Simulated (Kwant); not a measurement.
Model system: armchair graphene ribbon with Haldane second-neighbour hopping. 21 dimer lines, bond 0.142 nm, hopping 2.7 eV, scattering region 4.9 nm long; sites with one neighbour are removed; energy swept from -1.19 to 1.19 eV from the neutrality point. Staggered potential ±Δ on the two sublattices, Δ = 0.53 eV. Second-neighbour term iλ/(3√3) ν with λ = 0.33 eV, a model term that the material doesn't have.

The device is made up for the run: typed textbook-type constants, with dimensions and the other settings drawn at random.

Computed with Kwant: nearest-neighbour tight-binding model of a honeycomb sheet with an imaginary second-neighbour term, one spin, coherent transport at 0 K. Conductance is in e²/h.

Is the sheet in its topological phase, how wide is its bulk gap, and what conductance is due inside it?

At the two valleys the masses are λ ± Δ = 0.860 and -0.200 eV; the bulk gap is 2|λ − Δ| = 0.400 eV. λ < Δ, so the phase is trivial, and the gap gives G = 0. Simulated at 0.0793 eV: 0 e²/h.
